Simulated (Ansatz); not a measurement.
Ansatz (an electronic-structure program), DFT, PBE, plane waves, its default PAW files: fcc Cu, atoms displaced, 4 atoms. Basis and mesh were picked for this test and aren't claimed converged.

| Item | Result |
|---|---|
| cell | 3.62, 3.62, 3.62 Å; 90, 90, 90° |
| distance to the nearest atom | 2.51 to 2.53 Å |
| task | single point |
| k mesh | 10×10×10 |
| hamiltonian.xc | pbe |
| kind of files | paw |
| scf.occupations.method | fermi_dirac |
| scf.occupations.width | 0.1 eV |
| output.forces | true |
| memory maximum (--max-ram) | 200GiB |
| accuracy | medium (default) |
| basis.precision | auto (default) |
| basis.xc_grid | 2 (default) |
| scf.eigensolver.kind | auto (default) |
| scf.convergence.dr2_threshold | 1e-07 (default) |
| scf.lower_state_search | light (default) |
| k-points after symmetry | 504 |
| bands at the start | 43 |
| electrons | 76 |
| plane waves at Γ | 925 |
| cutoff (eV) | 420 |
| FFT grid | 25×25×25 |
| symmetry operations | 1 |

Settings of this run: scf.mixing.algorithm = anderson, scf.mixing.preconditioner = auto, scf.mixing.ndim = 1, scf.algorithm = auto; 64 threads.

| iteration | dr2 (eV) | Hψ |
|---|---|---|
| 1 | 4.55e-5 | 63795 |
| 2 | 4.05e-5 | 61114 |
| 3 | 1.15e-5 | 32458 |
| 4 | 9.07e-6 | 37252 |
| 5 | 4.26e-6 | 35550 |
| 6 | 3.62e-6 | 40376 |
| 7 | 3.90e-6 | 39140 |
| 8 | 5.61e-6 | 40584 |
| 9 | 9.47e-6 | 40351 |
| 10 | 1.67e-5 | 41015 |
| 11 | 3.02e-5 | 41058 |
| 12 | 5.47e-5 | 41438 |
| 13 | 9.94e-5 | 44776 |
| 14 | 1.81e-4 | 48367 |
| … | … | … |
| 20 | 6.58e-3 | 65360 |
| 21 | 1.19e-2 | 75057 |
| 22 | 2.18e-2 | 79418 |
| 23 | 3.94e-2 | 76562 |
| 24 | 7.24e-2 | 77837 |
| 25 | 1.30e-1 | 85786 |
| 26 | 2.40e-1 | 92169 |
| 27 | 4.26e-1 | 96018 |
| … | … | … |
| 31 | 4.16e0 | 138006 |
| 32 | 1.54e0 | 159147 |
| 33 | 1.36e-1 | 128369 |
| 34 | 6.97e-3 | 117466 |
| 35 | 6.40e-5 | 87293 |
| 36 | 3.07e-7 | 61499 |
| 37 | 1.85e-9 | 86956 |
| 38 | 1.85e-9 | 87903 |

It converged after 38 SCF iterations.

Question: The cycle is slow. Which setting should be changed?

Answer: One answer among several that fit: scf.mixing.ndim = not set (8 SCF iterations) or scf.mixing.ndim = 4 (8 SCF iterations) or scf.mixing.ndim = 16 (8 SCF iterations), all else kept; the first takes 2.2 s against 21 s on an otherwise empty node (Arm Neoverse V2). With more settings changed, the fewest of all runs of this system: scf.mixing.algorithm = auto (default), scf.mixing.ndim = not set, scf.algorithm = direct_min (4). In that run the program took: scf.mixing.preconditioner Kerker, scf.eigensolver.kind band_cg, --slots 64, --kpoint-pools 1. The first change moves the result by: energy under 0.001 meV/atom, forces (largest component) 0.0033 meV/Å.

Keys are those of Ansatz 0.2.
